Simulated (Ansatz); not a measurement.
**How the smallest direct gap on the k points sampled of AlN (Fm-3m, No. 225; start mp-1330; another space group than a measured phase of this formula) moves with the method**

No measured value is used here.

### Question
Put these levels in order of the smallest direct gap on the k points sampled that they give for AlN (Fm-3m, No. 225; start mp-1330; another space group than a measured phase of this formula), smallest first: G0W0@HSE06 (Ansatz, a quantum-chemistry and plane-wave program), LDA (Ansatz), PBE0 (Ansatz), r²SCAN (Ansatz), r²SCAN0 (Ansatz).

### Answer
LDA (5.74 eV), r²SCAN (6.45 eV), PBE0 (7.93 eV), G0W0@HSE06 (8.12 eV), r²SCAN0 (8.43 eV)

Computed values are for a static lattice.  A ± on a computed value is a rough bar: the spread of its extrapolation, a floor set from checks against published values, or a statistical error. G0W0@HSE06: GW on a hybrid start was not checked against another program. Values are at the PBEsol cell. Cutoffs and k meshes differ between the levels. Ansatz's density-functional and Hartree–Fock values are scalar-relativistic unless marked +SOC, with PAW data made under PBE.

A start named mp-… is a Materials Project structure, which can be a computed phase never made.
